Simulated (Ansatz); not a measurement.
The parent structure is BaTiO3 in the cubic perovskite structure (space group Pm-3m, No. 221; a = 3.9699 Å).

Levels (all Ansatz, a quantum-chemistry and plane-wave program, PAW): PBEsol (420 eV, without spin-orbit coupling); HSE06 (420 eV, no spin-orbit coupling).

The geometry is relaxed with PBEsol.

```
Property           Value
---------------  -------
PBEsol band gap  1.82 eV
```

Problem. How does going to HSE06 change the band gap?

Solution. The band gap increases by 1.45 eV to 3.27 eV.

Single points use the geometry relaxed with PBEsol. The hybrid gap comes from the SCF mesh plus the semilocal run's edge points and a few special points and is an upper bound. Whether these cells are dynamically stable was not tested. All final runs are without spin polarisation. Many cubic perovskites are stable only at high temperature; tilts and polar distortions were not tested. This is not the structure that BaTiO3 has at room temperature and ambient pressure.
